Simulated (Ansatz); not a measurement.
## ZnSnO3: point defects

Take a 20-atom supercell of ZnSnO₃ (space group R3c, No. 161; a = 5.278 Å, c = 14.009 Å (hexagonal axes)) at its relaxed geometry as the base.

One neutral defect a cell, atoms relaxed at fixed cell.

Calculations: Ansatz (a first-principles code) PBEsol, no spin-orbit coupling, earlier PAW set.

Before the change:

| Property | Result |
|---|---|
| Gap of the supercell | 1.24 eV |

**Question.** The aim is a gap of the supercell between 0.20 eV and 0.27 eV. Which of these changes reaches it?
(A) Zn on a O site (antisite)
(B) O vacancy
(C) Sn interstitial (started 1.83 Å from the nearest host atom)

**Answer.** A, Zn on a O site (antisite). It gives 0.25 eV; Sn interstitial (started 1.83 Å from the nearest host atom) gives 1.08 eV; O vacancy gives 1.58 eV. Changes not listed may reach it too

The magnetic state is the one reached from the starting moments; the real material's order can differ, and small cells can't hold many antiferromagnetic ones. In so small a cell the defect repeats every few ångströms: this is an ordered compound, not a dilute defect. Seeded moments were not kept for Zn on a O site (antisite), Sn interstitial (started 1.83 Å from the nearest host atom) and O vacancy.
